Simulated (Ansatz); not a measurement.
Hf₂B (model structure, started from the Ca2N type, R-3m, No. 166, 3 atoms in the cell) was calculated with PBEsol (PAW; Ansatz, an electronic-structure program).

Input:

Ansatz 0.2 input:
```yaml
crystal:
  lattice:
    - [1.7020388262, 0.9826725745, 5.2565931908]
    - [-1.7020388262, 0.9826725745, 5.2565931908]
    - [0.0, -1.965345149, 5.2565931908]
  atoms:
    - { symbol: Hf, position: [0.7489270679, 0.7489270679, 0.7489270679] }
    - { symbol: Hf, position: [0.2510729321, 0.2510729321, 0.2510729321] }
    - { symbol: B, position: [0.0, 0.0, 0.0] }
basis:
  ecutwfc: 520
  ecutrho_ratio: 4
  xc_grid: 2
kpoints:
  mp_grid: { grid: [18, 18, 18] }
hamiltonian:
  xc: pbesol
  dispersion: none
  pseudopotentials: { kind: paw }
scf:
  occupations: { method: fermi_dirac, width: 0.05 }
output:
  forces: true
  stress: true
  eigenvalues: true
relax:
  f_tol: 0.004
  escape_saddle: false
  max_steps: 80
  cell: { stress_tol: 0.02, fix: [volume] }
```

From the output:

```
Relaxation: its limit of steps is 80 (relax.max_steps)
Crystal: 3 atoms, lattice volume = 52.751 Å³
Basis set: ecut = 520 eV, 1441 PW (Γ), FFT grids on a1−a3, a2−a3, a3, exchange–correlation on 54×54×90 points (8 copies of the dense FFT grid, shifted against one another)
Bands: 33, of which v1, the nominal top of the filled ones, is band 28 counted from 1 (27 counted from 0)
Symmetry: 12 space group operations
Space group: R-3m (ITA 166), of the structure as read, at distance tolerance 3.8e-5 Å
k-points: 580 of 5832
Functional: x = pbesol(κ = 0.804, μ = 0.12345679012345678), c = pbesol(β = 0.046)
SCF iter   1: F=—  HF=-31349.702507 eV  |F-HF|=—  |Δ(HF+E_count)|=         —  Δρ=5.84e-3  dr2=2.12e-2
SCF iter   2: F=—  HF=-31349.698893 eV  |F-HF|=—  |Δ(HF+E_count)|=   3.61e-3  Δρ=3.10e-3  dr2=4.85e-3
  ...
SCF 1 converged in 7 iterations: F = -31349.697993 eV  dr2 = 9.53e-8
Crystal: 3 atoms, lattice volume = 52.751 Å³
Initial density: handed on by an earlier stage of this run
SCF 2 converged in 7 iterations: F = -31349.692538 eV  dr2 = 6.20e-8
Crystal: 3 atoms, lattice volume = 52.751 Å³
SCF 3 converged in 11 iterations: F = -31349.700119 eV  dr2 = 3.19e-13
Crystal: 3 atoms, lattice volume = 52.751 Å³
SCF 4 converged in 4 iterations: F = -31349.700130 eV  dr2 = 9.06e-9
Crystal: 3 atoms, lattice volume = 52.751 Å³
SCF 5 converged in 4 iterations: F = -31349.700132 eV  dr2 = 7.70e-10
Crystal: 3 atoms, lattice volume = 52.751 Å³
SCF iter   4: F=—  HF=-31349.700132 eV  |F-HF|=—  |Δ(HF+E_count)|=  4.37e-11  Δρ=1.25e-7  dr2=1.77e-11
SCF iter   5: F=-31349.700132 eV  HF=-31349.700132 eV  |F-HF|=3.64e-12  |Δ(HF+E_count)|=  7.28e-12  Δρ=4.05e-8  dr2=1.20e-12
SCF 6 converged in 5 iterations: F = -31349.700132 eV  dr2 = 1.20e-12
SCF converged after 5 iterations
Free energy (F): -31349.700132 eV
Internal energy: -31349.680578 eV  (E = F + TS)
E sigma→0 (E₀):  -31349.690355 eV
Fermi energy:    17.143569 eV
--- Forces (eV/Å), atoms counted from 1 ---
  atom   1  Hf    -0.00000000     0.00000000     0.00000590
  atom   2  Hf     0.00000000    -0.00000000    -0.00000590
  atom   3  B      0.00000000     0.00000000    -0.00000000
--- Stress (GPa, compression-positive) ---
       -2.189285       0.000000      -0.000000
        0.000000      -2.189285      -0.000000
       -0.000000      -0.000000      -2.188816
  P = ⅓ Tr σ = -2.1891 GPa (-21.891 kbar)
```

The cell is one volume of an energy–volume scan, off the minimum.

The PAW data were made under PBE.

Note: the relaxation could raise the start's symmetry but not lower it, so the cell can be a saddle point.

A model structure was made by putting elements into a prototype or built by hand; it is no filed structure, need not be a known phase, and can be a saddle point held by its symmetry.
